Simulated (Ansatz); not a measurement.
Defect: interstitial O in polar orthorhombic HfO2, charge state -2. The step: several atoms move together, O the farthest; the atom moves 1.87 Å along (-0.25, -0.23, 0.11) of the unit cell; the moving atom starts with neighbours 2 Hf at 2.09, Hf at 2.11; O at 2.33, O at 2.39, O at 2.44, O at 2.45, O at 2.61, O at 2.67 Å and ends with 2 Hf at 2.08, Hf at 2.19; O at 2.33, O at 2.37, O at 2.45, 2 O at 2.60 Å. A PBE band in Ansatz (plane-wave PAW, the Γ point alone, 96 host sites, 32 SCF runs with any check of the saddle's order, static, no finite-size correction) gives a forward barrier of 0.65 eV. The saddle point's order was not checked. The host's phase is taken as given; its stability against other phases was not computed. The charge state is imposed; whether it is stable for some Fermi level was not computed. Sites that were not tried may lie lower.

Single points at the band's start and saddle point can refine it. Rough cost of one point, in units of the band's mean SCF on the same machine:

```json
[
 {"Level": "PBE, a 2×2×2 k-point mesh shifted by half a step", "Cost of one point": "about 10"},
 {"Level": "r2SCAN at 500 eV, the Γ point alone", "Cost of one point": "about 2"}
]
```

Question: Which of these move the barrier by more than 0.1 eV, and how far does each move it?

Answer: Not one does. PBE, a 2×2×2 k-point mesh shifted by half a step: -0.03 eV; r2SCAN at 500 eV, the Γ point alone: +0.04 eV. Each functional is compared with PBE at the same k-points.

Ansatz is a quantum-chemistry and plane-wave program.
